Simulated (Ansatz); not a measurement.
Consider MgSe in the rock salt structure (space group Fm-3m, No. 225; a = 5.508 Å).

All numbers come from PBE/PAW in Ansatz (a first-principles code), without spin-orbit coupling, earlier PAW set.

For the base:

| Property | Result |
|---|---|
| Band gap | 1.77 eV |
| Gap character | indirect, Γ → X |
| Smallest direct gap | 2.40 eV |
| Electron mass | 0.48 mₑ along k, 0.24 mₑ across (at X) |

Now apply this change: the cell is scaled by 1.0222 in all directions, atoms relaxed at fixed cell.

### Question
Predict the new band gap.

### Answer
The band gap shrinks by 0.11 eV, from 1.77 eV to 1.66 eV.

### Question
What happens to the gap character?

### Answer
The gap character stays indirect, Γ → X.

### Question
What happens to the smallest direct gap?

### Answer
The smallest direct gap drops by 0.40 eV to 2.00 eV.

### Question
Predict the new energy relative to the base.

### Answer
The energy increases by 16 meV/atom.

### Question
What happens to the electron mass?

### Answer
The electron mass changes from 0.48 mₑ along k, 0.24 mₑ across (at X) to 0.47 mₑ along k, 0.23 mₑ across (at X).

The cells carry an imposed strain or load. Effective masses come from finite differences of ±0.01 Å⁻¹. Along k means along the line from Γ to the band edge. Stability against distortions was not tested.
